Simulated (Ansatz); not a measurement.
Inside the gap of an insulator the Bloch states are evanescent, with a wavenumber k + iκ along the transport direction.

```xyz
3
Lattice="3.2907 0.0000 0.0000 -1.6453 2.8498 0.0000 1.6453 0.9499 2.6868" Properties=species:S:1:pos:R:3 pbc="T T T"
Li     1.6453     0.9499     0.6717
Li     1.6453     2.8498     2.0151
O      0.0000     0.0000     0.0000
```

The cell is taken as given; by r2SCAN it stands under a pressure of -4.1 GPa.

Transport runs along the normal of the first two printed cell vectors, the (111) plane of the conventional cell.

No gap correction and no spin-orbit coupling; mid-gap is the computed energy nearest the middle.

Question: State the band gap and the smallest decay constant κ at mid-gap according to r2SCAN in Ansatz (a first-principles code).

Answer: Gap 5.65 eV on a 14×14×14 mesh; κ = 0.474 1/Å, at the zone centre.
